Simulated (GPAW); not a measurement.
Worked example: self-consistent single point of SrC₂ (C2/c, 6 atoms in the cell) in GPAW.

Method: PBEsol, GPAW PAW datasets PBEsol (made by gpaw-setup) (plane waves; GPAW).

```
SrC2
1.0
    3.52913    -2.21584     0.00000
    3.52913     2.21584     0.00000
   -2.38547     0.00000     7.41439
Sr C
2 4
Direct
  0.17883   0.82117   0.75000
  0.82117   0.17883   0.25000
  0.42227   0.12839   0.55761
  0.57773   0.87161   0.44239
  0.87161   0.57773   0.94239
  0.12839   0.42227   0.05761
```

Reference input (self-consistent single point, DFT LDA (Perdew-Wang 92), plane waves, GPAW PAW datasets LDA (gpaw-data 1.0.1)): mode = pw; ecut = 950 eV; xc = LDA; kpts = 6 6 3; mesh shift (steps) = 0 0 0; occupations.name = fermi-dirac; occupations.width = 0 eV; nbands = -4; convergence.density = 1e-05 e/electron; convergence.energy = 1e-05 eV/electron; convergence.bands = -2; symmetry.symmorphic = false. This run's input differs from it in these lines:

```diff
@@ -17,3 +17,3 @@
 calc = GPAW(mode={'name': 'pw', 'ecut': 950},
-            xc='LDA',
+            xc='PBEsol',
             kpts={'size': (6, 6, 3), 'gamma': True},
```

Its files differ too (potentials: GPAW PAW datasets PBEsol (made by gpaw-setup)).

Output, abridged:

```
     iter     time        total  log10-change:
                         energy   eigst   dens
iter:   1 --:--:--   -46.708355   +0.51
iter:   2 --:--:--   -45.748558   -0.38  -0.91
iter:   3 --:--:--   -41.795271   +0.26  -0.95
iter:   4 --:--:--   -41.820675   -0.94  -1.37
iter:   5 --:--:--   -46.921636   +0.05  -1.37
   [... 4 lines left out ...]
iter:  10 --:--:--   -41.827312   -2.39  -1.94
iter:  11 --:--:--   -41.802386   -2.67  -1.95
iter:  12 --:--:--   -41.790129   -2.59  -2.17
iter:  13 --:--:--   -41.790057   -3.25  -2.85
iter:  14 --:--:--   -41.790055c  -4.09  -3.11
iter:  15 --:--:--   -41.790063c  -4.32  -3.24
iter:  16 --:--:--   -41.790062c  -4.50  -3.39
iter:  17 --:--:--   -41.790078c  -4.52  -3.38
iter:  18 --:--:--   -41.790059c  -4.99  -3.50
   [... 7 lines left out ...]
iter:  26 --:--:--   -41.790072c  -6.71  -4.49
iter:  27 --:--:--   -41.790072c  -6.87  -4.63
iter:  28 --:--:--   -41.790072c  -7.08  -4.76
iter:  29 --:--:--   -41.790072c  -7.38  -4.83
iter:  30 --:--:--   -41.790072c  -7.45c -4.90
iter:  31 --:--:--   -41.790072c  -7.56c -4.98
iter:  32 --:--:--   -41.790072c  -7.87c -5.06c
Converged after 32 iterations.

Dipole moment: (-0.000000, 0.000000, -0.000000) |e|*Ang

Energy contributions relative to reference atoms: (reference = -176981.019151)

Kinetic:        +36.069418
Potential:      -34.760580
External:        +0.000000
XC:             -42.632553
Entropy (-ST):   +0.000000
Local:           -0.466357
SIC:             +0.000000
--------------------------
Free energy:    -41.790072
Extrapolated:   -41.790072

Showing only first 2 kpts
 Kpt  Band  Eigenvalues  Occupancy
  0    16      2.01072    2.00000
  0    17      2.22900    2.00000
  0    18      5.76006    0.00000
  0    19      6.63861    0.00000

  1    16      2.05057    2.00000
  1    17      2.33955    2.00000
  1    18      5.99710    0.00000
  1    19      6.66875    0.00000

Fermi level: 3.55635

Gap: 2.149 eV
Transition (v -> c):
   [... lines left out ...]
Direct gap: 2.470 eV
   [... lines left out ...]
  0 Sr    0.00000   -0.00607    0.00000
  1 Sr    0.00000    0.00607    0.00000
  2 C     0.02321    0.40255    0.39626
  3 C    -0.02321   -0.40255   -0.39626
  4 C    -0.02321    0.40255   -0.39626
  5 C     0.02321   -0.40255    0.39626

Stress tensor:
     0.010464     0.000000    -0.000197
     0.000000     0.003555     0.000000
    -0.000197     0.000000     0.004182
Stress (GPa, Voigt): [ 1.6765  0.5695  0.67    0.     -0.0316  0.    ]
```

The run converged in 32 iterations. GPAW prints stress with tension positive. Against the reference run the largest force goes from 0.077 to 0.565 eV/Å and the gap on the mesh goes from 2.103 to 2.149 eV.

At such cutoffs GPAW's stress carries a finite-basis (Pulay) error, which enters relaxed cells too; its log prints stress with tension positive.

The starting cell comes from a database of computed structures (which also holds hypothetical and non-ambient phases and stackings), without a prior relaxation at this level.

Cost on one core of a shared machine: roughly 2 min.
